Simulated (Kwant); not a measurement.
System: GaAs/Al0.3Ga0.7As stack with 1 barrier. One parabolic valley. Leads of mass 0.067 mₑ with the band edge at 0; grid 0.1 nm; bias 0 V, dropping linearly over the stack.

```tsv
layer	thickness (nm)	band offset (eV)	mass (mₑ)
1	3.6	0.24	0.092
```

The device is made up for the run: typed textbook-type constants, with dimensions and the other settings drawn at random.

Model: one-band effective-mass tight-binding model in one dimension, coherent, no space charge (Kwant).

Sweep values stay those of the base run.

Base results: mean transmission over the sweep 0.22; transmission at E = 0.3600 eV 0.66; transmission at E = 0.08749 eV 0.049; transmission at E = 0.2692 eV 0.36.

Q: What follows from this one change: mass in the first barrier 0.092 → 0.074 mₑ?

A: mean transmission over the sweep 0.22 → 0.28; transmission at E = 0.3600 eV 0.66 → 0.72; transmission at E = 0.08749 eV 0.049 → 0.073; transmission at E = 0.2692 eV 0.36 → 0.46.

Q: What follows from this one change: height of the first barrier 0.24 → 0.29 eV?

A: mean transmission over the sweep 0.22 → 0.13; transmission at E = 0.3600 eV 0.66 → 0.44; transmission at E = 0.08749 eV 0.049 → 0.024; transmission at E = 0.2692 eV 0.36 → 0.20.
